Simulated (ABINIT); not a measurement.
ABINIT is run on NiGe2 (Cmcm, 6 atoms in the cell), and the run fails. The aim is a self-consistent single point with DFT, PBE, plane waves, PAW (JTH v2.0 PBE PAW).

Cell that was meant: a = 7.4225 Å, b = 7.4225 Å, c = 3.5878 Å, α = 90.00°, β = 90.00°, γ = 151.56°.

Part of the input:

```
ngkpt 3 3 3
nshiftk 1
shiftk 0 0 0
nstep 4
toldfe 1.0e-09
prtwf 0
prtden 0
```

The program printed (abridged):

```
--- !BeginCycle
solver: {iscf: 17, nstep: 4, nline: 4, wfoptalg: 10, }
tolerances: {toldfe: 1.00E-09, }
...

     iter   Etot(hartree)     deltaE(h) residm    nres2    magn
 ETOT  1  -718.99012210976    -7.19E+02 8.44E+00 2.22E+03 1.089
 ETOT  2  -731.34066793269    -1.24E+01 6.30E-01 6.35E+03 0.174
 ETOT  3  -725.38691871154     5.95E+00 2.56E-01 1.73E+03 0.192
 ETOT  4  -724.02103943432     1.37E+00 1.59E-01 1.33E+02 0.105

 Cartesian components of stress tensor (hartree/bohr^3)
  sigma(1 1)=  1.47874839E-02  sigma(3 2)=  0.00000000E+00
  sigma(2 2)=  1.48828663E-02  sigma(3 1)=  0.00000000E+00
  sigma(3 3)=  1.41892137E-02  sigma(2 1)=  0.00000000E+00
 scprqt:  WARNING -
  nstep=    4 was not enough SCF cycles to converge;
  maximum energy difference=  1.366E+00 exceeds toldfe=  1.000E-09

 Integrated electronic and magnetization densities in atomic spheres:
 Radius=ratsph(iatom), smearing ratsm=  0.0000. Diff(up-dn)=approximate z local magnetic moment.
   [... lines left out ...]
 Total magnetization (from the atomic spheres):             0.056263
 Total magnetization (exact up - dn):                      -0.105132
 Fermi (or HOMO) energy (eV) =   9.70100   Average Vxc (eV)= -11.29843
   [... lines left out ...]
   [... 5 lines left out ...]
 prteigrs : prtvol=0 or 1, do not print more k-points.

--- !EnergyTerms
kinetic             :  8.65268684490240E+01
hartree             :  1.61361713454576E+02
xc                  : -2.20298995260858E+01
Ewald energy        : -4.30876401834745E+02
psp_core            :  1.81095789369570E+01
local_psp           : -5.12676702947680E+02
internal            : -7.19694815776985E+02
'-kT*entropy'       : -3.76299628446652E-03
total_energy        : -7.19698578773269E+02
total_energy_eV     : -1.95839942904959E+04
...

-Cartesian components of stress tensor (GPa)         [Pressure= -4.3013E+02 GPa]
- sigma(1 1)=  4.35062725E+02  sigma(3 2)=  0.00000000E+00
- sigma(2 2)=  4.37868970E+02  sigma(3 1)=  0.00000000E+00
- sigma(3 3)=  4.17461009E+02  sigma(2 1)=  0.00000000E+00

 Calculation completed.
```

Q: What is wrong, and how is it fixed?

A: The fault is an iteration limit that is too low. The loop is cut before its threshold is met, so whatever is printed at the end is not self-consistent. To fix it, raise the limit, or leave it to the default. The run ended unconverged after 4 iterations.

An input that runs soundly differs in these lines (not the only fix; some lines may just follow from the change or write a value another way):
```diff
-nstep 4
+nstep 100
```

With that input, the run converged in 25 iterations: free energy E − TS -19700.39 eV; Fermi level (on the code's own zero) 10.20 eV; pressure -0.40 GPa; largest force (vector length) 1.448 eV/Å; size of the cell's spin moment 0.00 μB (DFT, PBE, plane waves, PAW (JTH v2.0 PBE PAW)).

On the sound input: the starting cell was generated: these elements placed on a structure prototype, without a prior relaxation; it need not be a known phase or ordering of this composition. The starting moments vanished: the run ended non-magnetic, which need not be the lowest state. Forces in this geometry exceed 1 eV/Å. Without a gap this mesh is coarse (it stands for a supercell whose shortest vector is 11 Å).
